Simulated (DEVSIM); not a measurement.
**abrupt InP p-n junction**

Device: abrupt InP p-n junction, at 250 K.

```tsv
layer (left to right)	material	thickness (μm)	Nd (cm⁻³)	Na (cm⁻³)	τn (s)	τp (s)
1	InP	6.30	-	1e16	7e-10	7e-10
2	InP	9.40	3.3e14	-	7e-10	7e-10
```

Left contact: ohmic. Right contact: ohmic. Voltage is applied to the left contact. Recombination: SRH at mid-gap. Mobility is constant in doping.

The device is made up for the run: typed textbook-type constants, with dimensions and the other settings drawn at random. Values at 300 K; Nc and Nv go as T^1.5, mobilities as T to minus their exponent, the gap by Varshni's rule with the affinity fixed.

```tsv
parameter	InP
gap (eV)	1.344
affinity (eV)	4.38
permittivity	12.5
Nc (cm⁻³)	5.7e17
Nv (cm⁻³)	1.1e19
μn (cm²/Vs)	5200
μp (cm²/Vs)	170
T exponent of μn	2
T exponent of μp	2
Varshni α (eV/K)	0.000363
Varshni β (K)	162
```

Model (solved in DEVSIM): 1D drift-diffusion, Boltzmann statistics, complete ionisation; no tunnelling, impact ionisation, image-force lowering or self-heating.

* **Potential step across the device at zero bias**: 1.060 V
* **Largest field in the device at zero bias**: 10000 V/cm
* **Dark forward voltage at 1 A/cm²**: 0.945 V
* **Dark forward voltage at 100 A/cm²**: 1.330 V

Small-signal capacitance in reverse bias (quasi-static):

```
V (V)  C (nF/cm²)
-----  ----------
-0.1         5.04
-0.25        4.73
-0.5         4.32
-0.75        4.00
-1           3.75
-1.5         3.35
-2           3.06
-2.5         2.84
-3.25        2.58
-4           2.38
-5           2.17
```

Dark reverse current:

```json
[
 {"V (V)": "-0.10", "J (A/cm²)": "-7.9e-11"},
 {"V (V)": "-0.25", "J (A/cm²)": "-1.6e-10"},
 {"V (V)": "-0.50", "J (A/cm²)": "-2.8e-10"},
 {"V (V)": "-0.75", "J (A/cm²)": "-3.8e-10"},
 {"V (V)": "-1.00", "J (A/cm²)": "-4.7e-10"},
 {"V (V)": "-1.50", "J (A/cm²)": "-6.4e-10"},
 {"V (V)": "-2.00", "J (A/cm²)": "-7.8e-10"},
 {"V (V)": "-2.50", "J (A/cm²)": "-9.2e-10"},
 {"V (V)": "-3.25", "J (A/cm²)": "-1.1e-9"},
 {"V (V)": "-4.00", "J (A/cm²)": "-1.3e-9"},
 {"V (V)": "-5.00", "J (A/cm²)": "-1.4e-9"}
]
```
